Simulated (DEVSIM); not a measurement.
System: illuminated Si n-on-p cell, one wavelength, at 250 K.

| layer (left to right) | material | thickness (μm) | Nd (cm⁻³) | Na (cm⁻³) | τn (s) | τp (s) | absorption coefficient (cm⁻¹) |
|---|---|---|---|---|---|---|---|
| 1 | Si | 0.560 | 1.5e18 | - | 1.3e-7 | 1.4e-8 | 13000 |
| 2 | Si | 220 | - | 5.7e16 | 4.5e-7 | 4.5e-7 | 13000 |

Left contact: ohmic, minority hole recombination velocity 2e6 cm/s. Right contact: ohmic, minority electron recombination velocity 40 cm/s. Voltage is applied to the left contact. Recombination: SRH at mid-gap, radiative, Auger. Light enters at the left, 3.6e16 photons cm⁻² s⁻¹, one pass, no reflection. Mobility is constant in doping. Where it depends on doping, it is μmin + (μ − μmin)/(1 + (N/Nref)^α).

Constants are typed, rounded textbook-type inputs, not results; the design itself was drawn at random and stands for no fabricated device. Values at 300 K; Nc and Nv go as T^1.5, mobilities as T to minus their exponent, the gap by Varshni's rule with the affinity fixed. The table also holds parameters that only a changed run uses.

```
parameter               Si
----------------  --------
gap (eV)             1.124
affinity (eV)         4.05
permittivity          11.7
Nc (cm⁻³)          2.86e19
Nv (cm⁻³)           3.1e19
μn (cm²/Vs)           1417
μp (cm²/Vs)            470
μn,min                  52
μp,min                  45
Nref,n              9.7e16
Nref,p              2.2e17
αn                    0.68
αp                    0.72
T exponent of μn       2.3
T exponent of μp       2.2
B (cm³/s)          4.7e-15
Cn (cm⁶/s)         2.8e-31
Cp (cm⁶/s)         9.9e-32
Varshni α (eV/K)  0.000473
Varshni β (K)          636
```

Simulated with DEVSIM: 1D drift-diffusion, Boltzmann statistics, complete ionisation; no tunnelling, impact ionisation, image-force lowering or self-heating.

Base results: short-circuit current (mA/cm²) 4.27; potential step across the device at zero bias (V) 0.949; largest field in the device at zero bias (V/cm) 130000; open-circuit voltage (V) 0.649.

Task: What follows from this one change: doping Nd of layer 1 1.5e+18 → 1.5e+17 cm^-3?

Result: short-circuit current 4.27 → 4.36 mA/cm²; potential step across the device at zero bias 0.949 → 0.899 V; largest field in the device at zero bias 130000 → 100000 V/cm; open-circuit voltage 0.649 → 0.613 V.

Task: What follows from this one change: minority lifetime in layer 2 4.5e-07 → 4.5e-06 s?

Result: short-circuit current 4.27 → 4.30 mA/cm²; potential step across the device at zero bias little changed (0.949 V); largest field in the device at zero bias little changed (130000 V/cm); open-circuit voltage 0.649 → 0.659 V.

Task: What follows from this one change: photon flux 3.6e+16 → 3.6e+17 cm^-2 s^-1?

Result: short-circuit current 4.27 → 42.7 mA/cm²; potential step across the device at zero bias little changed (0.949 V); largest field in the device at zero bias little changed (130000 V/cm); open-circuit voltage 0.649 → 0.699 V.

Task: What follows from this one change: doping-dependent mobility in place of the constant one?

Result: short-circuit current 4.27 → 4.11 mA/cm²; potential step across the device at zero bias little changed (0.949 V); largest field in the device at zero bias little changed (130000 V/cm); open-circuit voltage 0.649 → 0.661 V.
